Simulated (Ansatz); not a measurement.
We consider OsTe2 (Pa-3, No. 205, 12 atoms in the cell; start COD 8104490), described by LDA in Ansatz (PAW).

Settings: plane-wave cutoff 520 eV, 10×10×10 k mesh, Fermi–Dirac smearing 0.05 eV, no spin polarisation, scalar-relativistic PAW data made under PBE.

Cell (relaxed at this level):

```cif
data_Os4Te8
_chemical_formula_sum 'Os4 Te8'
_space_group_name_H-M_alt 'P 1'
_space_group_IT_number 1
_cell_length_a 6.35889
_cell_length_b 6.35889
_cell_length_c 6.35889
_cell_angle_alpha 90.000
_cell_angle_beta 90.000
_cell_angle_gamma 90.000
loop_
_space_group_symop_operation_xyz
  'x, y, z'
loop_
_atom_site_label
_atom_site_type_symbol
_atom_site_fract_x
_atom_site_fract_y
_atom_site_fract_z
_atom_site_occupancy
Os1 Os 0.00000 0.50000 0.50000 1
Os2 Os 0.50000 0.50000 0.00000 1
Os3 Os 0.50000 0.00000 0.50000 1
Os4 Os 0.00000 0.00000 0.00000 1
Te1 Te 0.37173 0.12827 0.87173 1
Te2 Te 0.62827 0.87173 0.12827 1
Te3 Te 0.12827 0.87173 0.37173 1
Te4 Te 0.87173 0.12827 0.62827 1
Te5 Te 0.87173 0.37173 0.12827 1
Te6 Te 0.12827 0.62827 0.87173 1
Te7 Te 0.62827 0.62827 0.62827 1
Te8 Te 0.37173 0.37173 0.37173 1
```

Q: Estimate the bulk modulus that the calculation returns.

A: 
bulk modulus: 153 GPa

The run finds no gap.

Note: the bulk modulus is −V dP/dV from two relaxed cells at ±2 % in volume; the relaxation could not lower the start's symmetry, so the cell can be a saddle point above a distorted one.

Spin–orbit coupling is not included; it can open a gap where bands touch, and shift volumes and moduli.

Computing time: around 19 core-minutes (rough).

Ansatz is an electronic-structure program.
